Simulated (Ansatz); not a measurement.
We consider Ge (P6₃/mmc, No. 194, 8 atoms in the cell; start mp-1091415; another form than the element's usual one), described by r²SCAN+SOC in Ansatz (PAW).

Settings: plane-wave cutoff 560 eV, 18×18×4 k mesh (along the axes of the cell as run), Fermi–Dirac smearing 0.05 eV, PAW data made under PBE.

Cell (relaxed with PBEsol):

```xyz
8
Lattice="4.0041 0.0000 0.0000 -2.0020 3.4676 0.0000 0.0000 0.0000 13.1455" Properties=species:S:1:pos:R:3 pbc="T T T"
Ge     0.0000     0.0000     5.3478
Ge     0.0000     0.0000     7.7977
Ge     0.0000     0.0000    11.9206
Ge     0.0000     0.0000     1.2249
Ge     0.0000     2.3117     4.5239
Ge     2.0020     1.1559     8.6216
Ge     2.0020     1.1559    11.0966
Ge     0.0000     2.3117     2.0489
```

Problem. Give the computed band gap.

Solution. 
* **band gap**: 0.17 eV (on the SCF k mesh)

Computed values are for the static lattice.

A start named mp-… is a Materials Project structure, which need not be a measured phase.

Ansatz is a first-principles code.
